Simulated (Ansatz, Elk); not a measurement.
An Ansatz (a first-principles code) input for a self-consistent single point of GaAs (F-43m, 2 atoms in the cell) (DFT, PBE with spin-orbit coupling, plane waves, default PAW files):

Ansatz 0.2 input:
```yaml
# GaAs
crystal:
  lattice:
    - [0.00000000, 2.82500000, 2.82500000]
    - [2.82500000, 0.00000000, 2.82500000]
    - [2.82500000, 2.82500000, 0.00000000]
  atoms:
    - { symbol: Ga, position: [0.00000000, 0.00000000, 0.00000000] }
    - { symbol: As, position: [0.25000000, 0.25000000, 0.25000000] }
kpoints:
  mp_grid: { grid: [8, 8, 8] }
hamiltonian:
  xc: pbe
  pseudopotentials: { kind: paw }
magnetization:
  noncollinear: true
  spin_orbit: true
scf:
  occupations: { method: fermi_dirac, width: 0.01 }
output:
  forces: true
  eigenvalues: true
  stress: true
```

**Question.** Write the same calculation as an input for Elk.

**Answer.** This is the input that was run; spellings and numerical settings could be chosen otherwise.

```
tasks
  0

xctype
  20

spinorb
  .true.

rgkmax
  8.0

gmaxvr
  14.0

nxlo
  2

lorbcnd
  .true.

rmtscf
  0.9

lmaxi
  3

nempty
  10

swidth
  0.000367493

maxscl
  100

avec
    0.0000000000    5.3384763021    5.3384763021
    5.3384763021    0.0000000000    5.3384763021
    5.3384763021    5.3384763021    0.0000000000

sppath
  'species/'

atoms
  2
  'Ga.in'
  1
  0.0000000000  0.0000000000  0.0000000000    0.0 0.0 0.0
  'As.in'
  1
  0.2500000000  0.2500000000  0.2500000000    0.0 0.0 0.0

ngridk
  8 8 8
```

Basis, cutoffs, solver keys and any potentials are the target program's own. This input uses DFT, PBE, spin-orbit coupling in second variation, all-electron FP-LAPW, Elk's shipped species files, APW+lo basis with extra local orbitals. Both were run: gap on the mesh 0.422 eV in Ansatz and 0.405 in Elk; size of the net moment 0.00 μB/atom in Ansatz and 0.00 in Elk.

On Elk: the starting cell has typed, rounded lattice constants, without a prior relaxation at this level. Values depend on the basis (sphere radii, cutoffs, local orbitals), which need not be converged.

On Ansatz: the starting cell has typed, rounded lattice constants, without a prior relaxation at this level. With a pressure of about 3 GPa the cell is away from its equilibrium volume at this level.
